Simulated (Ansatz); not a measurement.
For Ge (model structure, started from the beta-W type, Pm-3n, No. 223, 8 atoms in the cell), PBE-D3(BJ) in Ansatz (PAW) gives:

| Quantity | Result |
|---|---|
| lattice constant a | 5.334 Å |
| cohesive energy | 3.69 eV/atom |

Q: What does r²SCAN+rVV10 (Ansatz, a quantum-chemistry and plane-wave program, PAW) give for the same quantities?

A: 
- lattice constant a: 5.340 Å (goes up by 0.1 %)
- cohesive energy: 3.46 eV/atom (shrinks by 0.23 eV/atom)

Changes are worked out from the printed values.

Unless a cell is named, each level is at its own relaxed cell (PBE-D3(BJ) 18.97, r²SCAN+rVV10 19.04 Å³/atom).

Caveats: a distance lies near a switch of the dispersion term, which can move the cell (PBE-D3(BJ)). Ansatz's density-functional and Hartree–Fock values are scalar-relativistic unless marked +SOC, with PAW data made under PBE.

A model structure was made by putting elements into a prototype or built by hand; it is no filed structure, need not be a known phase, and can be a saddle point held by its symmetry.
